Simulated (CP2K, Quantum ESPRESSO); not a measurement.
A Quantum ESPRESSO input for a self-consistent single point of ZnS (P6_3mc, 8 atoms in the cell) (DFT, PBE, plane waves, GBRV 1.5 ultrasoft (PBE) pseudopotentials):

```fortran
&control
   calculation = 'scf',
   prefix = 'scf',
   outdir = './work',
   pseudo_dir = './',
   tprnfor = .true.,
   tstress = .true.,
/
&system
   ibrav = 0,
   nat = 8,
   ntyp = 2,
   ecutwfc = 50,
   ecutrho = 250,
   occupations = 'fixed',
   nbnd = 60,
/
&electrons
   conv_thr = 1.0d-10,
   mixing_beta = 0.7,
/
ATOMIC_SPECIES
Zn    65.3800  zn_pbe_v1.uspp.F.UPF
S     32.0600  s_pbe_v1.4.uspp.F.UPF
ATOMIC_POSITIONS angstrom
Zn    1.8663853521    1.0775580854    9.1518067516
Zn    0.0000000000    2.1551161708    3.0500327516
Zn    0.0000000000    0.0000000000    6.1017740000
Zn    0.0000000000    0.0000000000    0.0000000000
S     1.8663853521    1.0775580854   11.4436330660
S     0.0000000000    2.1551161708    5.3418590660
S     0.0000000000    0.0000000000    8.3879866823
S     0.0000000000    0.0000000000    2.2862126823
K_POINTS automatic
7 7 2  0 0 0
CELL_PARAMETERS angstrom
   3.7327707041     0.0000000000     0.0000000000
  -1.8663853521     3.2326742563     0.0000000000
   0.0000000000     0.0000000000    12.2035480000
```

Q: Give the CP2K input for the same structure, mesh, smearing and functional.

A: This is the input that was run; spellings and numerical settings could be chosen otherwise.

```
&GLOBAL
  PROJECT scf
  RUN_TYPE ENERGY_FORCE
  PRINT_LEVEL LOW
&END GLOBAL
&FORCE_EVAL
  METHOD Quickstep
  STRESS_TENSOR ANALYTICAL
  &DFT
    BASIS_SET_FILE_NAME BASIS_MOLOPT
    POTENTIAL_FILE_NAME GTH_POTENTIALS
    &QS
      METHOD GPW
      EPS_DEFAULT 1E-11
    &END QS
    &MGRID
      CUTOFF 600
      REL_CUTOFF 60
      NGRIDS 5
    &END MGRID
    &SCF
      SCF_GUESS ATOMIC
      EPS_SCF 1E-6
      MAX_SCF 100
      ADDED_MOS 12
      &DIAGONALIZATION
        ALGORITHM STANDARD
      &END DIAGONALIZATION
      &MIXING
        METHOD BROYDEN_MIXING
        ALPHA 0.4
        NBUFFER 10
      &END MIXING
    &END SCF
    &KPOINTS
      SCHEME MONKHORST-PACK 7 7 2
      GAMMA_CENTERED T
    &END KPOINTS
    &XC
      &XC_FUNCTIONAL PBE
      &END XC_FUNCTIONAL
    &END XC
    &PRINT
      &MO
        EIGENVALUES T
        OCCUPATION_NUMBERS T
        NDIGITS 8
        FILENAME mo
        &EACH
          QS_SCF 0
        &END EACH
        ADD_LAST NUMERIC
      &END MO
      &MULLIKEN OFF
      &END MULLIKEN
    &END PRINT
  &END DFT
  &SUBSYS
    &CELL
      ABC 3.73277100 3.73277031 12.20354800
      ALPHA_BETA_GAMMA 90.00000000 90.00000000 119.99999729
      PERIODIC XYZ
    &END CELL
    &COORD
      SCALED
      Zn       0.66666700     0.33333300     0.74993000
      Zn       0.33333300     0.66666700     0.24993000
      Zn       0.00000000     0.00000000     0.50000000
      Zn       0.00000000     0.00000000     0.00000000
      S        0.66666700     0.33333300     0.93773000
      S        0.33333300     0.66666700     0.43773000
      S        0.00000000     0.00000000     0.68734000
      S        0.00000000     0.00000000     0.18734000
    &END COORD
    &KIND Zn
      BASIS_SET DZVP-MOLOPT-SR-GTH
      POTENTIAL GTH-PBE-q12
    &END KIND
    &KIND S
      BASIS_SET DZVP-MOLOPT-SR-GTH
      POTENTIAL GTH-PBE-q6
    &END KIND
  &END SUBSYS
  &PRINT
    &FORCES ON
    &END FORCES
    &STRESS_TENSOR ON
    &END STRESS_TENSOR
  &END PRINT
&END FORCE_EVAL
```

Basis, cutoffs, solver keys and any potentials are the target program's own. This input uses DFT PBE, GPW, DZVP-MOLOPT-SR-GTH basis, GTH-PBE potentials (GTH_POTENTIALS).

The starting cell comes from a database of computed structures (which also holds hypothetical and non-ambient phases and stackings), without a prior relaxation at this level. For this run, on top of that: lattice scaled by 0.98.
